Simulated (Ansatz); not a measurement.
Abridged Ansatz (an electronic-structure program) output:

```
Pseudopotential: W, paw, valence charge 14
Pseudopotential: Ge, paw, valence charge 14
Crystal: 2 atoms, lattice volume = 31.216 Å³
Basis set: ecut = 420 eV, 575 PW (Γ), exchange–correlation on 48×48×48 points (8 copies of the dense FFT grid, shifted against one another)
Bands: 18, of which v1, the nominal top of the filled ones, is band 14 counted from 1 (13 counted from 0)
Symmetry: 12 space group operations
k-points: 231 of 3757 (time reversal used)
Functional: x = pbesol(κ = 0.804, μ = 0.12345679012345678), c = pbesol(β = 0.046)
SCF iter   1: F=—  HF=-14509.768261 eV  |F-HF|=—  |Δ(HF+E_count)|=         —  Δρ=6.43e-3  dr2=9.63e-3  ethr=1.77e-3  ⟨swp⟩=5.9  Hψ=21145  notcnv=0
SCF iter   2: F=—  HF=-14509.767475 eV  |F-HF|=—  |Δ(HF+E_count)|=   7.86e-4  Δρ=3.90e-3  dr2=4.61e-3  ethr=3.44e-5  ⟨swp⟩=1.2  Hψ=6232  notcnv=0
SCF 1 converged in 8 iterations: F = -14509.766677 eV  dr2 = 1.11e-12
SCF converged after 8 iterations
Free energy (F): -14509.766677 eV
Internal energy: -14509.761484 eV  (E = F + TS)
E sigma→0 (E₀):  -14509.764081 eV
Entropy (-TS):   -0.005193 eV (-2.596 meV/atom)
Fermi energy:    17.979871 eV
--- Forces (eV/Å), atoms counted from 1 ---
  atom   1  W     -0.00000000     0.00000000     0.00000000
  atom   2  Ge     0.00000000     0.00000000     0.00000000
--- Stress (GPa, compression-positive) ---
        0.000063      -0.000000       0.000000
       -0.000000       0.000063       0.000000
        0.000000       0.000000      -0.000918
  P = ⅓ Tr σ = -0.0003 GPa (-0.003 kbar)
```

**Question.** What was computed, and what are the main results?

**Answer.** WGe, 2 atoms in the cell, with PBEsol in Ansatz (plane waves to 420 eV, PAW, scalar-relativistic without spin-orbit coupling). The last SCF converged to F = -14509.766677 eV, or -7254.8833 eV per atom, at a pressure of 0.00 GPa. The total energy compares only with runs of the same code, potentials and settings.

Whether these cells are dynamically stable was not tested. All final runs are without spin polarisation. The cell was made from WC by this change: C → Ge; the result is a hypothetical phase, not in the database extracts checked.
